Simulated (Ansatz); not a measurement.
**Carrier doping in CdSe**

The parent structure is CdSe in the zinc blende structure (space group F-43m, No. 216; a = 6.0818 Å).

Carriers are added at fixed cell with a uniform background; the Fermi–Dirac width is that of 300 K.

All numbers come from PBEsol/PAW in Ansatz (an electronic-structure program), no SOC.

Base values:

The gap between the host's bands is 0.48 eV.

Q: The aim is a gap between the host's bands between 0.35 eV and 0.39 eV. Which of these changes reaches it?
A. holes 1.5×10^21 cm⁻³
B. holes 5.0×10^20 cm⁻³
C. electrons 5.0×10^20 cm⁻³
D. electrons 5.0×10^21 cm⁻³

A: D, electrons 5.0×10^21 cm⁻³. It gives 0.37 eV; holes 5.0×10^20 cm⁻³ gives 0.50 eV; holes 1.5×10^21 cm⁻³ gives 0.54 eV; electrons 5.0×10^20 cm⁻³ gives 0.47 eV. Changes not listed may reach it too

Charged cell with a jellium background: band edges are those of the host's band count, energies are not comparable with the neutral cell, and many-body gap narrowing is missing. Gaps are Kohn–Sham eigenvalue differences; semilocal functionals usually give less than the measured gap. Whether these cells are dynamically stable was not tested.
